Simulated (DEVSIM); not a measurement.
System: abrupt Si p-n junction, at 300 K.

| layer (left to right) | material | thickness (μm) | Nd (cm⁻³) | Na (cm⁻³) | τn (s) | τp (s) |
|---|---|---|---|---|---|---|
| 1 | Si | 9.90 | - | 4.8e16 | 1.3e-6 | 1.3e-6 |
| 2 | Si | 3.90 | 2e17 | - | 1.3e-6 | 1.3e-6 |

Left contact: ohmic. Right contact: ohmic. Voltage is applied to the left contact. Recombination: SRH at mid-gap, radiative. Mobility is μmin + (μ − μmin)/(1 + (N/Nref)^α).

Constants are typed, rounded textbook-type inputs, not results; the design itself was drawn at random and stands for no fabricated device. Values at 300 K.

| parameter | Si |
|---|---|
| gap (eV) | 1.124 |
| affinity (eV) | 4.05 |
| permittivity | 11.7 |
| Nc (cm⁻³) | 2.86e19 |
| Nv (cm⁻³) | 3.1e19 |
| μn (cm²/Vs) | 1417 |
| μp (cm²/Vs) | 470 |
| μn,min | 52 |
| μp,min | 45 |
| Nref,n | 9.7e16 |
| Nref,p | 2.2e17 |
| αn | 0.68 |
| αp | 0.72 |
| B (cm³/s) | 4.7e-15 |

DEVSIM, 1D drift-diffusion, Boltzmann statistics, complete ionisation; no tunnelling, impact ionisation, image-force lowering or self-heating.

Question: Tabulate band edges, carrier densities and field at 0.9 V on the left contact.

Answer: Energies count from the Fermi level of the right contact; mesh points crowd at the junctions.

```
x (μm)   Ec (eV)  Ev (eV)  n (cm⁻³)  p (cm⁻³)  field (V/cm)
-------  -------  -------  --------  --------  ------------
0.000      0.057   -1.067      2400    4.8e16           210
0.03248    0.057   -1.067    7.6e14    4.9e16           210
0.1087     0.059   -1.065    2.5e15    5.0e16           200
0.2876     0.062   -1.062    6.1e15    5.4e16           170
0.9480     0.072   -1.052    1.7e16    6.5e16           130
2.257      0.086   -1.038    3.5e16    8.3e16            89
5.148      0.106   -1.018    6.4e16    1.1e17            59
8.393      0.123   -1.001    9.1e16    1.4e17            45
9.271      0.127   -0.997    9.8e16    1.5e17            43
9.646      0.128   -0.996    1.0e17    1.5e17            42
9.806      0.129   -0.995    1.0e17    1.5e17            41
9.888      0.126   -0.998    1.1e17    1.4e17         -3400
9.912      0.108   -1.016    2.4e17    6.5e16         -3000
9.960      0.106   -1.018    2.6e17    5.9e16            45
10.14      0.106   -1.018    2.6e17    5.7e16            49
10.49      0.108   -1.016    2.5e17    5.3e16            51
11.30      0.112   -1.012    2.4e17    4.2e16            54
12.61      0.120   -1.004    2.2e17    2.3e16            63
13.43      0.126   -0.998    2.1e17    7.8e15            72
13.65      0.127   -0.997    2.0e17    3.2e15            75
13.75      0.128   -0.996    2.0e17    1.1e15            76
13.80      0.128   -0.996    2.0e17       580            77
```
